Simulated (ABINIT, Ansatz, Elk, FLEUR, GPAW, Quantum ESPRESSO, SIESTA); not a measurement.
# TiCo (Pm-3m, 2 atoms in the cell) computed with different codes at matched settings

Self-consistent single point.

```
CELL_PARAMETERS angstrom
      2.95505     0.00000     0.00000
      0.00000     2.95505     0.00000
      0.00000     0.00000     2.95505
ATOMIC_POSITIONS crystal
  Ti 0.00000 0.00000 0.00000
  Co 0.50000 0.50000 0.50000
```
Moments meant for the start (each program seeds them in its own way; μB, in the order of the atoms Ti Co): 1.0 3.0.

All programs got the same cell, k-point mesh and kind of occupations, and the same starting moments (in Ansatz's words: kpoints.mp_grid.grid = 8 8 8; magnetization.spin_polarized = true; scf.occupations.method = gaussian; scf.occupations.width = 0.1 eV); potentials, basis and cutoffs are each program's usual ones.

```
code                                                                                                                                model  pressure (GPa)  size of the net moment (μB/atom)  k-points           cutoff
----------------  -----------------------------------------------------------------------------------------------------------------------  --------------  --------------------------------  --------  ---------------
Ansatz                                                                                                             PBE, default PAW files            5.98                              0.46        35           420 eV
Elk                                        PBE, all-electron FP-LAPW, Elk's shipped species files, APW+lo basis with extra local orbitals               –                              0.46        35       rgkmax 7.5
FLEUR                                                                        PBE, all-electron FLAPW (FLEUR), scalar-relativistic valence               –                              0.45        35  Kmax 3.5 1/bohr
SIESTA            GGA PBE, numerical atomic orbitals DZP, PseudoDojo PBE standard norm-conserving potentials (rewritten from UPF to PSML)           -0.76                              0.46       296      grid 350 Ry
ABINIT                                                           PBE, norm-conserving pseudopotentials (PseudoDojo nc-sr-05 PBE standard)            6.17                              0.46        35            48 Ha
GPAW                                                                                         PBE, GPAW PAW datasets PBE (gpaw-data 1.0.1)            6.60                              0.46        35           850 eV
Quantum ESPRESSO                                                                        PBE, SSSP 1.1.2 efficiency (PBE) pseudopotentials            5.28                              0.43        35            50 Ry
```

A dash marks a value that a program does not give, or that is left out as unsure.

The spread over the programs that give each value: pressure within 7.36 GPa; size of the net moment within 0.03 μB/atom.

The starting cell comes from a database of computed structures (which also holds hypothetical and non-ambient phases and stackings), without a prior relaxation at this level. Its lattice was rescaled by a random factor within 2.5 % of one. On Ansatz's run: With one magnetic atom in the cell only a parallel order is possible. In the base run, with a pressure of about 6 GPa the cell is away from its equilibrium volume at this level.

### Question
Why do the programs differ, and what cannot be compared?

### Answer
Differences of this kind can come from the potentials, where these differ, and from what each basis and cutoff leave unconverged. The valence holds different numbers of electrons (Ansatz (a quantum-chemistry and plane-wave program) 29, FLEUR 27, SIESTA 29, ABINIT 29, GPAW 21, Quantum ESPRESSO 29). The zero of total energies and Fermi levels follows the potentials and each program's conventions, so they are not compared here. SIESTA uses small atom-centred bases, whose incompleteness enters pressures, forces and empty levels differently from a plane-wave cutoff. Elk and FLEUR treat all electrons, but the usual bases taken here (sphere radii, linearisation, local orbitals, empty states) were not tested for convergence, so the values are no reference for the others. Ansatz's pressure is given at a fixed set of plane waves, as the other plane-wave codes print theirs; with its correction for the finite basis it is 6.07 GPa. Site moments depend on each program's spheres or projections; the total moment of the cell does not. The programs reduce the same mesh by symmetry to different extents, which changes the work and not the result. In the pressure, SIESTA (by 6.84) lies more than 1 GPa from the median of the plane-wave programs.

Keys are those of Ansatz 0.2.
